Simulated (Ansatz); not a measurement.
LaScHO2 (model structure, started from the SrVO2H type, P4/mmm, No. 123, 5 atoms in the cell), treated with LDA (Ansatz, an electronic-structure program, PAW).

Input:

Ansatz 0.2 input:
```yaml
crystal:
  lattice:
    - [4.039912886, 0.0, 0.0]
    - [0.0, 4.039912886, 0.0]
    - [0.0, 0.0, 3.6481748368]
  atoms:
    - { symbol: La, position: [0.5, 0.5, 0.5] }
    - { symbol: Sc, position: [0.0, 0.0, 0.0] }
    - { symbol: O, position: [0.5, 0.0, 0.0] }
    - { symbol: O, position: [0.0, 0.5, 0.0] }
    - { symbol: H, position: [0.0, 0.0, 0.5] }
basis:
  ecutwfc: 520
  ecutrho_ratio: 4
  xc_grid: 2
kpoints:
  mp_grid: { grid: [14, 14, 14] }
hamiltonian:
  xc: lda
  dispersion: none
  pseudopotentials: { kind: paw }
scf:
  occupations: { method: fermi_dirac, width: 0.05 }
output:
  forces: true
  stress: true
  eigenvalues: true
relax:
  f_tol: 0.004
  escape_saddle: false
  max_steps: 80
  cell: { stress_tol: 0.02, fix: [volume] }
```

From the output:

```
Relaxation: its limit of steps is 80 (relax.max_steps)
Crystal: 5 atoms, lattice volume = 59.541 Å³
Basis set: ecut = 520 eV, 1605 PW (Γ), exchange–correlation on 64×64×60 points (8 copies of the dense FFT grid, shifted against one another)
Bands: 23, of which v1, the nominal top of the filled ones, is band 18 counted from 1 (17 counted from 0)
Symmetry: 16 space group operations
Space group: P4/mmm (ITA 123), of the structure as read, at distance tolerance 3.9e-5 Å
k-points: 288 of 2744
Functional: x = slater, c = lda
SCF iter   1: F=—  HF=-9298.718425 eV  |F-HF|=—  |Δ(HF+E_count)|=         —  Δρ=1.62e-2  dr2=1.34e-1
SCF iter   2: F=—  HF=-9298.688590 eV  |F-HF|=—  |Δ(HF+E_count)|=   2.98e-2  Δρ=5.91e-3  dr2=1.45e-2
  ...
SCF 1 converged in 8 iterations: F = -9298.683619 eV  dr2 = 6.39e-9
Crystal: 5 atoms, lattice volume = 59.541 Å³
Initial density: handed on by an earlier stage of this run
SCF 2 converged in 5 iterations: F = -9298.684334 eV  dr2 = 2.02e-7
Crystal: 5 atoms, lattice volume = 59.541 Å³
SCF 3 converged in 5 iterations: F = -9298.684338 eV  dr2 = 1.84e-9
Crystal: 5 atoms, lattice volume = 59.541 Å³
SCF iter   5: F=—  HF=-9298.684342 eV  |F-HF|=—  |Δ(HF+E_count)|=  1.82e-12  Δρ=1.67e-7  dr2=1.27e-11
SCF iter   6: F=-9298.684342 eV  HF=-9298.684342 eV  |F-HF|=5.46e-12  |Δ(HF+E_count)|=  1.82e-12  Δρ=6.49e-8  dr2=1.73e-12
SCF 4 converged in 6 iterations: F = -9298.684342 eV  dr2 = 1.73e-12
SCF converged after 6 iterations
Free energy (F): -9298.684342 eV
Internal energy: -9298.660339 eV  (E = F + TS)
E sigma→0 (E₀):  -9298.672340 eV
Fermi energy:    14.184602 eV
--- Forces (eV/Å), atoms counted from 1 ---
  atom   1  La     0.00000000    -0.00000000     0.00000000
  atom   2  Sc     0.00000000     0.00000000     0.00000000
  atom   3  O     -0.00000000     0.00000000     0.00000000
  atom   4  O      0.00000000     0.00000000     0.00000000
  atom   5  H      0.00000000    -0.00000000     0.00000000
--- Stress (GPa, compression-positive) ---
        3.011012      -0.000000       0.000000
       -0.000000       3.011012       0.000000
        0.000000       0.000000       3.011430
  P = ⅓ Tr σ = 3.0112 GPa (30.112 kbar)
```

The cell is one volume of an energy–volume scan, off the minimum.

The PAW data were made under PBE.

Note: the relaxation could raise the start's symmetry but not lower it, so the cell can be a saddle point.

Computing time: around 70 core-seconds (rough).

A model structure was made by putting elements into a prototype or built by hand; it is no filed structure, need not be a known phase, and can be a saddle point held by its symmetry.
